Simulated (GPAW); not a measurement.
## GPAW run on Co3Si (P6_3/mmc, 8 atoms in the cell): self-consistent single point

Level of theory: PBEsol, GPAW PAW datasets PBEsol (made by gpaw-setup) (plane waves; GPAW).

The input file:

```python
from ase import Atoms
from ase.units import GPa
from gpaw import GPAW

atoms = Atoms(['Co', 'Co', 'Co', 'Co', 'Co', 'Co', 'Si', 'Si'],
              cell=[[5.064056, 0.000000, 0.000000],
                    [-2.532028, 4.385601, 0.000000],
                    [0.000000, 0.000000, 4.042711]],
              positions=[[0.000000, 1.468957, 3.032033],
                         [2.532028, 2.916644, 1.010678],
                         [3.791902, 0.734479, 1.010678],
                         [-1.259874, 3.651122, 3.032033],
                         [1.259874, 3.651122, 3.032033],
                         [1.272154, 0.734479, 1.010678],
                         [2.532031, 1.461866, 3.032033],
                         [-0.000003, 2.923735, 1.010678]],
              pbc=True)

calc = GPAW(mode={'name': 'pw', 'ecut': 800},
            xc='PBEsol',
            kpts={'size': (5, 5, 6), 'gamma': True},
            occupations={'name': 'methfessel-paxton', 'width': 0.05, 'order': 0},
            nbands=-16,
            convergence={'forces': 0.001},
            symmetry={'symmorphic': False, 'tolerance': 0.0005},
            maxiter=120)

atoms.calc = calc

energy = atoms.get_potential_energy()
print('Energy (eV):', round(energy, 6))
forces = atoms.get_forces()
print('Forces (eV/Ang):')
print(forces.round(5))
stress = atoms.get_stress()
print('Stress (GPa, Voigt):', (stress / GPa).round(4))
```

The program printed (abridged):

```
Input parameters:
  convergence: {forces: 0.001}
  kpts: {gamma: True,
         size: (5, 5, 6)}
  maxiter: 120
  mode: {ecut: 800,
         name: pw}
  nbands: -16
  occupations: {name: methfessel-paxton,
                order: 0,
                width: 0.05}
  symmetry: {symmorphic: False,
             tolerance: 0.0005}
  xc: PBEsol

species:
  Co:
    name: Cobalt
    Z: 27.0
    valence: 9
    core: 18
    charge: 0.0
    file: Co.PBEsol.gz

    # Using partial waves for Co as LCAO basis

  Si:
    name: Silicon
    Z: 14.0
    valence: 4
    core: 10
    charge: 0.0
    file: Si.PBEsol.gz

    # Using partial waves for Si as LCAO basis

Reference energy: -242956.556371  # eV

Spin-paired calculation

Convergence criteria:
 Maximum [total energy] change in last 3 cyles: 0.0005 eV / valence electron
 Maximum integral of absolute [dens]ity change: 0.0001 electrons / valence electron
 Maximum integral of absolute [eigenst]ate change: 4e-08 eV^2 / valence electron
 Maximum change in the atomic [forces] across last 2 cycles: 0.001 eV/Ang OR
Maximum error relative to the maximum force is below inf
 Maximum number of scf [iter]ations: 120

Symmetries present (total): 24
Symmetries with fractional translations: 12
150 k-points: 5 x 5 x 6 Monkhorst-Pack grid + [0.000000,0.000000,1/12]
20 k-points in the irreducible part of the Brillouin zone
       k-points in crystal coordinates                weights
   0:     0.00000000    0.00000000    0.00000000          1/150
   1:     0.00000000    0.00000000    0.16666667          2/150
   2:     0.00000000    0.00000000    0.33333333          2/150
   [... 7 lines left out ...]
          ...
  19:     0.40000000    0.40000000    0.50000000          6/150

Wave functions: Plane wave expansion
  Cutoff energy: 800.000 eV
  Number of coefficients (min, max): 4573, 4644
  Pulay-stress correction: 0.000000 eV/Ang^3 (de/decut=0.000000)

Occupation numbers: Methfessel-Paxton:
  width: 0.0500  # eV
  order: 0

Eigensolver

Densities:
  Coarse grid: 35*35*28 grid
  Fine grid: 70*70*56 grid
  Total Charge: 0.000000

Density mixing:
  Method: separate
  Backend: pulay
  Linear mixing parameter: 0.05
  old densities: 5
  Damping of long wavelength oscillations: 50

Hamiltonian:
  XC and Coulomb potentials evaluated on a 70*70*56 grid
  External potential:
    NoExternalPotential

XC parameters: PBEsol with 2 nearest neighbor stencil

Number of atoms: 8
Number of atomic orbitals: 62
Number of bands in calculation: 47
Number of valence electrons: 62
Bands to converge: occupied

Density initialized from atomic densities
  47 bands from LCAO basis set

Atomic positions and initial magnetic moments

Positions:
   0 Co     0.000000    1.468957    3.032033    ( 0.0000,  0.0000,  0.0000)
   1 Co     2.532028    2.916644    1.010678    ( 0.0000,  0.0000,  0.0000)
   2 Co     3.791902    0.734479    1.010678    ( 0.0000,  0.0000,  0.0000)
   3 Co    -1.259874    3.651122    3.032033    ( 0.0000,  0.0000,  0.0000)
   4 Co     1.259874    3.651122    3.032033    ( 0.0000,  0.0000,  0.0000)
   5 Co     1.272154    0.734479    1.010678    ( 0.0000,  0.0000,  0.0000)
   6 Si     2.532031    1.461866    3.032033    ( 0.0000,  0.0000,  0.0000)
   7 Si    -0.000003    2.923735    1.010678    ( 0.0000,  0.0000,  0.0000)

Unit cell:
           periodic     x           y           z      points  spacing
  1. axis:    yes    5.064056    0.000000    0.000000    35     0.1253
  2. axis:    yes   -2.532028    4.385601    0.000000    35     0.1253
  3. axis:    yes    0.000000    0.000000    4.042711    28     0.1444

  Lengths:   5.064056   5.064056   4.042711
  Angles:   90.000000  90.000000 120.000001

Effective grid spacing dv^(1/3) = 0.1378

     iter     time        total  log10-change:
                         energy   eigst   dens  force
iter:   1 --:--:--   -67.518326
iter:   2 --:--:--   -67.668157   -0.46  -1.45
iter:   3 --:--:--   -67.512690   -1.23  -1.47
iter:   4 --:--:--   -67.525592   -1.37  -1.57
iter:   5 --:--:--   -67.669998   -1.32  -1.82
iter:   6 --:--:--   -67.638214   -2.74  -1.85
iter:   7 --:--:--   -67.473173   -2.13  -1.88
iter:   8 --:--:--   -67.477999   -3.42  -2.31
iter:   9 --:--:--   -67.464560c  -2.32  -2.33
iter:  10 --:--:--   -67.457719c  -3.63  -2.59
iter:  11 --:--:--   -67.457628c  -4.46  -3.31
iter:  12 --:--:--   -67.457619c  -5.57  -3.51
iter:  13 --:--:--   -67.457611c  -5.60  -3.60
iter:  14 --:--:--   -67.457607c  -6.79  -3.80
iter:  15 --:--:--   -67.457598c  -5.38  -3.83
iter:  16 --:--:--   -67.457594c  -6.79  -4.17c
iter:  17 --:--:--   -67.457593c  -7.67c -4.51c
iter:  18 --:--:--   -67.457593c  -7.58c -4.60c -2.49
iter:  19 --:--:--   -67.457592c  -7.14  -4.75c
iter:  20 --:--:--   -67.457592c  -8.15c -5.39c -2.54
iter:  21 --:--:--   -67.457592c  -8.79c -5.53c -3.41c

Converged after 21 iterations.

Dipole moment: (-0.000000, 0.000000, 0.000000) |e|*Ang

Energy contributions relative to reference atoms: (reference = -242956.556371)

Kinetic:        +30.395911
Potential:      -21.747974
External:        +0.000000
XC:             -75.660307
Entropy (-ST):   -0.014565
Local:           -0.437940
SIC:             +0.000000
--------------------------
Free energy:    -67.464875
Extrapolated:   -67.457592

Showing only first 2 kpts
 Kpt  Band  Eigenvalues  Occupancy
  0    29     10.15758    2.00000
  0    30     10.80525    0.00000
  0    31     10.93598    0.00000
  0    32     10.97147    0.00000

  1    29     10.09878    2.00000
  1    30     10.68708    0.00000
  1    31     10.86770    0.00000
  1    32     10.96312    0.00000

Fermi level: 10.46687

No gap
No difference between direct/indirect transitions
Energy (eV): -67.457592

Forces in eV/Ang:
  0 Co    0.00000   -0.21028   -0.00000
  1 Co    0.00000    0.21028   -0.00000
  2 Co    0.18211   -0.10514   -0.00000
  3 Co   -0.18211    0.10514   -0.00000
  4 Co    0.18211    0.10514    0.00000
  5 Co   -0.18211   -0.10514   -0.00000
  6 Si    0.00000    0.00000   -0.00000
  7 Si    0.00000   -0.00000    0.00000

Stress tensor:
     0.130769     0.000000     0.000000
     0.000000     0.130769     0.000000
     0.000000     0.000000     0.137348
Stress (GPa, Voigt): [20.9514 20.9514 22.0055  0.      0.      0.    ]
```

The run converged in 21 iterations. GPAW prints stress with tension positive.

The starting cell comes from a database of computed structures (which also holds hypothetical and non-ambient phases and stackings), without a prior relaxation at this level. Its lattice was rescaled by a random factor within 2.5 % of one. Spin polarisation is off. With a pressure of about -21 GPa the cell is away from its equilibrium volume at this level.

Cost on one core of a shared machine: roughly 5 min.
